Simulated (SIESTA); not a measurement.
Worked example: self-consistent single point of FeNi3 (Pm-3m, 4 atoms in the cell) in SIESTA.

Computed with GGA PBE, numerical atomic orbitals DZP, PseudoDojo PBE standard norm-conserving potentials (rewritten from UPF to PSML) (SIESTA).

The change in words: lattice scaled by 0.98. Reference geometry:
```
CELL_PARAMETERS angstrom
      3.56869     0.00000     0.00000
      0.00000     3.56869     0.00000
      0.00000     0.00000     3.56869
ATOMIC_POSITIONS crystal
  Fe 0.00000 0.00000 0.00000
  Ni 0.00000 0.50000 0.50000
  Ni 0.50000 0.00000 0.50000
  Ni 0.50000 0.50000 0.00000
```
Moments meant for the start (each program seeds them in its own way; μB, in the order of the atoms Fe Ni Ni Ni): 4.0 2.0 2.0 2.0.

Reference input (self-consistent single point, DFT, GGA PBE, numerical atomic orbitals DZP, PseudoDojo PBE standard norm-conserving potentials (rewritten from UPF to PSML)): XC.functional = GGA; XC.authors = PBE; potentials = PseudoDojo PBE standard; PAO.BasisSize = DZP; PAO.EnergyShift = 0.005 Ry; MeshCutoff = 350 Ry; kgrid.MonkhorstPack = 9 9 9; OccupationFunction = FD; ElectronicTemperature = 1578.21 K; Spin = polarized; DM.InitSpin = [1 +4.00, 2 +2.00, 3 +2.00, 4 +2.00]; MaxSCFIterations = 150. This run's input differs from it in these lines:

```diff
@@ -12,5 +12,5 @@
 %block LatticeVectors
-     3.568693000    0.000000000    0.000000000
-     0.000000000    3.568693000    0.000000000
-     0.000000000    0.000000000    3.568693000
+     3.497319000    0.000000000    0.000000000
+     0.000000000    3.497319000    0.000000000
+     0.000000000    0.000000000    3.497319000
 %endblock LatticeVectors
@@ -19,5 +19,5 @@
      0.000000000    0.000000000    0.000000000  1
-     0.000000000    1.784346500    1.784346500  2
-     1.784346500    0.000000000    1.784346500  2
-     1.784346500    1.784346500    0.000000000  2
+     0.000000000    1.748659500    1.748659500  2
+     1.748659500    0.000000000    1.748659500  2
+     1.748659500    1.748659500    0.000000000  2
 %endblock AtomicCoordinatesAndAtomicSpecies
```

Output, abridged:

```
        iscf     Eharris(eV)        E_KS(eV)     FreeEng(eV)     dDmax    Ef(eV) dHmax(eV)
   scf:    1   -17061.658315   -17096.753599   -17096.923972  0.693010 -2.449590 11.937180
     spin moment: {S} , |S| = {        0.0        0.0    6.18598 }     6.18598
   scf:    2   -17104.557256   -17102.011354   -17102.158436  0.159626 -3.120455  9.450119
     spin moment: {S} , |S| = {        0.0        0.0    5.89731 }     5.89731
   scf:    3   -17105.991675   -17104.310910   -17104.469627  0.099676 -3.560290  4.620240
     spin moment: {S} , |S| = {        0.0        0.0    5.77598 }     5.77598
   [... lines left out ...]
     spin moment: {S} , |S| = {        0.0        0.0    4.74215 }     4.74215
   scf:   14   -17105.851923   -17105.851931   -17106.052656  0.000031 -4.561966  0.000598
     spin moment: {S} , |S| = {        0.0        0.0    4.74226 }     4.74226
   scf:   15   -17105.851923   -17105.851927   -17106.052656  0.000015 -4.562000  0.000220
     spin moment: {S} , |S| = {        0.0        0.0    4.74227 }     4.74227
   scf:   16   -17105.851925   -17105.851926   -17106.052656  0.000008 -4.562013  0.000128
     spin moment: {S} , |S| = {        0.0        0.0    4.74228 }     4.74228
SCF Convergence by DM+H criterion
max |DM_out - DM_in|         :     0.0000084271
max |H_out - H_in|      (eV) :     0.0001280129
SCF cycle converged after 16 iterations

Using DM_out to compute the final energy and forces

siesta: E_KS(eV) =           -17105.8519

siesta: E_KS - E_eggbox =    -17105.8519

siesta: Atomic forces (eV/Ang):
     1    0.000000   -0.000000    0.000000
     2   -0.000000    0.000000   -0.000000
     3    0.000000    0.000000   -0.000000
     4    0.000000    0.000000    0.000000
   Tot    0.000000    0.000000    0.000000
   Max    0.000000
   Res    0.000000    sqrt( Sum f_i^2 / 3N )
   Max    0.000000    constrained

Stress tensor Voigt[x,y,z,yz,xz,xy] (kbar):      -37.71      -37.71      -37.71        0.00        0.00        0.00
(Free)E + p*V (eV/cell)   -17105.0459
   [... lines left out ...]
siesta: FreeEng =    -17106.052656
siesta: Cell volume =         42.776549 Ang**3
siesta:          37.70880165         37.70880165  kBar
   [... lines left out ...]

             -0.106  -0.109  -0.114

mulliken: Qtot =       32.629

Mulliken Atomic Populations:
Atom #   charge [q] valence [e]      Sz [e]  Species
     1    -0.306460   16.306460    3.009125  Fe
     2     0.102153   17.897847    0.577719  Ni
     3     0.102153   17.897847    0.577719  Ni
     4     0.102153   17.897847    0.577719  Ni
 Total     0.000000                4.742282
```

The run converged in 16 iterations. Against the reference run the free energy goes down by 15.1 meV/atom, the pressure goes from -8.18 to 3.77 GPa and the size of the net moment hardly changes (1.21 to 1.19 μB/atom).

The starting cell comes from a database of computed structures (which also holds hypothetical and non-ambient phases and stackings), without a prior relaxation at this level. Its lattice was rescaled by a random factor within 2.5 % of one. For this run, on top of that: lattice scaled by 0.98. The magnetic order is the one reached from the typed start; others were not searched systematically. Values carry the incompleteness of an atom-centred basis. With a pressure of about 4 GPa the cell is away from its equilibrium volume at this level.

Cost on one core of a shared machine: roughly 5 min.
